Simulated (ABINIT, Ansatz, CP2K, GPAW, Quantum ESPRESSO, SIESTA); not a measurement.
GaNi (Pm-3m, 2 atoms in the cell) computed with different codes at matched settings

Self-consistent single point.

```yaml
crystal:
  lattice:
    - [2.88305, 0.00000, 0.00000]
    - [0.00000, 2.88305, 0.00000]
    - [0.00000, 0.00000, 2.88305]
  atoms:
    - { symbol: Ga, position: [0.00000, 0.00000, 0.00000] }
    - { symbol: Ni, position: [0.50000, 0.50000, 0.50000] }
```

Shared settings, as Ansatz (a quantum-chemistry and plane-wave program) writes them: kpoints.mp_grid.grid = 9 9 9; scf.occupations.method = gaussian; scf.occupations.width = 0.136 eV. Potentials and cutoffs stand in the table.

```
code                                                                                                                                 model  pressure (GPa)       cutoff
----------------  ------------------------------------------------------------------------------------------------------------------------  --------------  -----------
ABINIT                                                     LDA (PW92), norm-conserving pseudopotentials (PseudoDojo nc-sr-04 LDA standard)           -7.70        49 Ha
CP2K                                                   LDA (Pade form), GPW, DZVP-MOLOPT-PBE-GTH basis, GTH-PBE potentials (POTENTIAL_UZH)           -5.82  grid 600 Ry
SIESTA            LDA PW92, numerical atomic orbitals DZP, PseudoDojo LDA standard norm-conserving potentials (rewritten from UPF to PSML)           -8.86  grid 400 Ry
Quantum ESPRESSO                                                                       LDA (PZ), GBRV 1.5 ultrasoft (LDA) pseudopotentials           -7.54        50 Ry
GPAW                                                                         LDA (Perdew-Wang 92), GPAW PAW datasets LDA (gpaw-data 1.0.1)           -5.59       850 eV
Ansatz                                                                                                 LDA (PW92), PAW files made with PBE           -7.59      default
```

On Ansatz's run: spin polarisation is off.

The spread over the programs that give each value: pressure within 3.27 GPa.

CP2K and SIESTA use small atom-centred bases, whose incompleteness enters pressures, forces and empty levels differently from a plane-wave cutoff. Ansatz's pressure is given at a fixed set of plane waves, as the other plane-wave codes print theirs; with its correction for the finite basis it is -7.53 GPa. The same LDA comes in different parametrisations, which differ slightly. In the pressure, CP2K (by 1.74), SIESTA (by 1.30) and GPAW (by 1.98) lie more than 1 GPa from the median of the plane-wave programs.

The starting cell comes from a database of computed structures (which also holds hypothetical and non-ambient phases and stackings), without a prior relaxation at this level. Its lattice was rescaled by a random factor within 2.5 % of one.

Left out of this page: Elk and FLEUR (not drawn, or without a comparable value).

Keys are those of Ansatz 0.2.
